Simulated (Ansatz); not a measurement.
The starting structures come from a database of crystals and need not be the phases stable at ambient conditions.

By PBEsol, the system below comes out a metal.

Data:

```yaml
crystal:
  lattice:
    - [3.08463, 0.00000, 0.00000]
    - [0.00000, 3.08463, 0.00000]
    - [0.00000, 0.00000, 3.08463]
  atoms:
    - { symbol: Ti, position: [0.50000, 0.50000, 0.50000] }
    - { symbol: Os, position: [0.00000, 0.00000, 0.00000] }
```

The cell is taken as given; by PBEsol it stands under a pressure of -5.7 GPa.

The current flows along the normal of the first two printed cell vectors, the (001) plane of the conventional cell. No spin-orbit coupling; the value is a mean over 0.1 eV about the Fermi level.

Problem. Give the ballistic conductance per area that Ansatz (a first-principles code) with PBEsol yields.

Solution. 0.38 × 10¹⁵ S/m² for both spins.
